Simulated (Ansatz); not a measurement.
# Effect of pressure 0.3 GPa on Sr

Take Sr in the fcc (Cu type) structure (space group Fm-3m, No. 225; a = 6.100 Å) as the base.

Modification: cell and atoms relaxed at a pressure of 0.3 GPa.

Level of theory: r2SCAN/PAW in Ansatz (an electronic-structure program), no spin-orbit coupling, earlier PAW set. Settings: 13×13×13 k-points, 0.05 eV Fermi–Dirac smearing.

The volume per atom falls by 1.38 Å³, from 56.75 Å³ to 55.37 Å³ and the density goes up by 0.064 g/cm³ (2.56 g/cm³ → 2.63 g/cm³). The lattice parameter a falls by 0.050 Å to 6.050 Å and the enthalpy H = E + PV relative to the base's energy amounts to +0.10 eV/atom. The band gap stays zero.

Load acts through the strain it causes; cell and atoms are relaxed under it. Whether these cells are dynamically stable was not tested.
